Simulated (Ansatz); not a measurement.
Fermi-surface data of LaF (P6_3/mmc)

Given:

```
CELL_PARAMETERS angstrom
      4.29050     0.00000     0.00000
     -2.14525     3.71568     0.00000
      0.00000     0.00000     5.29263
ATOMIC_POSITIONS crystal
  La 0.33333 0.66667 0.25000
  La 0.66667 0.33333 0.75000
  F  0.33333 0.66667 0.75000
  F  0.66667 0.33333 0.25000
```

Calculation: PBEsol, rigid bands (plane waves, PAW, scalar-relativistic; Ansatz, a quantum-chemistry and plane-wave program). Geometry: cell and atoms relaxed with PBEsol.

| Property | Result |
|---|---|
| density of states at the Fermi level | 2.24 states/(eV·cell), both spins |
| bare Sommerfeld coefficient | 1.32 mJ/(mol of atoms·K²) |
| Drude plasma energy | 3.6 (x), 3.6 (y), 3.3 (z) eV |
| root-mean-square Fermi velocity | 4.2e5 m/s |
| resistivity times τ | 39 (x), 39 (y), 44 (z) ×10⁻²² Ω·m·s |

A metal at this level (no band gap); rigid bands, thermally averaged at 300 K, both spins. Spin-orbit coupling is left out. τ is one relaxation time for all states.

Computed structure with no diffraction record at hand here (it may be known, metastable or hypothetical): LaF (P6_3/mmc).
